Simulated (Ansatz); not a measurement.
Take NaOH (space group Cmcm, No. 63; a = 3.4043 Å, b = 10.8864 Å, c = 3.3706 Å; a cell from a computed database, its experimental status unchecked; layered, stacked along the Cartesian y axis) as the base.

It is then changed as follows: cell and atoms relaxed at a pressure of 0.3 GPa.

Levels (all Ansatz, an electronic-structure program, PAW): PBEsol (420 eV, no spin-orbit coupling); HSE06 (420 eV, no spin-orbit coupling).

The geometry is relaxed with PBEsol.

| Property | Result |
|---|---|
| PBEsol lowest conduction level above the VBM at special points | Γ 3.03 eV; Y 4.26 eV; Σ₀ 6.06 eV |

**Question.** What does HSE06 give at this geometry for the lowest conduction level above the VBM at special points?

**Answer.** The lowest conduction level above the VBM at special points becomes Γ 4.87 eV; Y 6.16 eV; Σ₀ 8.02 eV (PBEsol: Γ 3.03 eV; Y 4.26 eV; Σ₀ 6.06 eV).

Single points use the geometry relaxed with PBEsol. The levels and masses belong to the bands next to the band gap. Load acts through the strain it causes; cell and atoms are relaxed under it. No phonon test of stability was made. No dispersion term is included in the PBEsol runs.
